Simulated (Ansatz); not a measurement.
A (8,0) GaN nanotube has 32 atoms in a period of 5.527 Å, a mean diameter of 8.31 Å, and lies 61 meV/atom over the flat sheet relaxed at the same level.

Level of theory: PBE (plane waves to 420 eV, PAW; Ansatz, a first-principles code). Mesh 1×1×6. No spin polarisation. One-dimensional cell, images about 11 Å apart. A hypothetical model, rolled from the flat sheet. Symmetry and one short period hold its shape; lower forms weren't sought.

**Question.** Which bending rigidity of the sheet does this imply in the thin-plate picture?

**Answer.** A plate bent to radius R stores D/(2R²) an area. The area an atom is π × 8.31 × 5.527/32 = 4.51 Å², so the stored energy is 0.061/4.51 = 0.0135 eV/Å². With R = 4.155 Å, D = 2R² × 0.0135 = 0.47 eV.
